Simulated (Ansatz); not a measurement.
**Response to strain in GaN**

The parent structure is GaN in the rock salt structure (space group Fm-3m, No. 225; a = 4.2195 Å; a model cell). Axes: x, y, z lie along the cube axes.

Strains are applied to the cell and any free atomic positions relax; under biaxial strain the out-of-plane vector relaxes too; under stress the whole cell relaxes.

Levels (all Ansatz, a program for electronic structure, PAW): PBEsol (420 eV, no SOC); r2SCAN (500 eV, without spin-orbit coupling); HSE06 (420 eV, no SOC).

Band gaps by level, all at the geometries relaxed with PBEsol:

```tsv
case	PBEsol	r2SCAN	HSE06
base	0.54 eV	1.15 eV	1.89 eV
biaxial strain +3.68 %, plane normal [001], relaxed out of plane	zero	0.56 eV	–
uniaxial strain ε_xx = −1.13 %	0.55 eV	1.17 eV	1.91 eV
uniaxial stress, 8 GPa compression along x	0.36 eV	0.98 eV	1.72 eV
strain tensor (xx, yy, zz, yz, xz, xy) = (+1.36, +1.50, +1.69, +0.04, +0.14, −0.89) %	0.20 eV	0.77 eV	1.48 eV
```

Single points use the geometry relaxed with PBEsol. The hybrid gap comes from the SCF mesh plus the semilocal run's edge points and a few special points and is an upper bound. A case with no gap was solved on a k-mesh chosen for an insulator, which is coarse for it. Stability under load was not tested beyond the relaxation. The base started in Pnma and relaxed to Fm-3m at this level. All final runs are without spin polarisation. This is not the structure that GaN has at room temperature and ambient pressure. A zero or small gap of GaN under biaxial strain +3.68 %, plane normal [001], relaxed out of plane and GaN under strain tensor (xx, yy, zz, yz, xz, xy) = (+1.36, +1.50, +1.69, +0.04, +0.14, −0.89) % can be the functional's error rather than a property of the material.
